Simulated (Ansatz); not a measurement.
The reference is GaCuSe2 in the chalcopyrite structure (space group I-42d, No. 122; a = 5.672 Å, c = 11.263 Å). Axes: x, y, z lie along a, b, c of the conventional cell.

Method: Ansatz (a first-principles code), PBE, PAW, cutoff 420 eV, no SOC.

For the base:

Pressure: 0.0 GPa

Modification: uniaxial strain ε_zz = −2.25 %, all other strain components held at zero; the atoms relax in the strained cell.

Question: How does this affect the pressure?

Answer: The pressure (mean of the normal stresses, compression positive) goes from zero to 1.4 GPa.

Question: What does the calculation give for the energy relative to the base after the change?

Answer: The energy goes up by 3.1 meV/atom.

Stability against distortions was not tested. The final runs are not spin-polarised.
